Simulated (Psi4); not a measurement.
Psi4 1.11, HF/def2-svp: V(NMe)(Me)2(OSiH3) (C[N]=[V]([CH3])([CH3])[O][SiH3]), 19 atoms. The geometry is a generated start, not checked to be a minimum at this level.

```yaml
task: energy
method: scf
basis: def2-svp
memory: 3 GB
maxiter: 100
keys_of_the_molecule_block: symmetry c1
scf_type: df (default)
guess: auto, which took SAD (default)
scf_initial_accelerator: adiis (default)
e_convergence: 1e-06 (default)
d_convergence: 1e-06 (default)
basis_functions: 179
```

```xyz
19

V      0.0639     0.1920     0.3330
N     -1.0023    -0.9662     0.0975
C     -1.8550    -1.9917    -0.3221
H     -1.3074    -2.7233    -0.9333
H     -2.2880    -2.5056     0.5457
H     -2.6717    -1.5703    -0.9242
C      0.8645    -0.3507     2.1055
H      0.4343    -1.2071     2.6279
H      0.7391     0.5386     2.7414
H      1.9397    -0.5298     1.9832
C     -1.1924     1.7540     0.5690
H     -1.9454     1.5548     1.3416
H     -1.7164     2.0440    -0.3492
H     -0.5716     2.6047     0.8927
O      1.2273     0.4899    -0.8607
Si     2.1253     0.6298    -2.1807
H      1.5132    -0.1725    -3.2550
H      3.4872     0.1499    -1.8751
H      2.1556     2.0595    -2.5374
```

Charge 0 and multiplicity 1 are set for this test and not shown to be the ground state.

One run each on 2 threads. Values of diis_max_vecs tried: 3, 6, 10 (default), 20.

Which value of diis_max_vecs needs the fewest SCF iterations, and what happens away from it?

Fewest SCF iterations, within one of each other: 6 with 15, 10 (default) with 14, 20 with 14. The count rises to 30 at 3. All converge to one solution.

```tsv
diis_max_vecs	SCF iterations	end
3	30	same solution
6	15	same solution
10 (default)	14	same solution
20	14	same solution
```
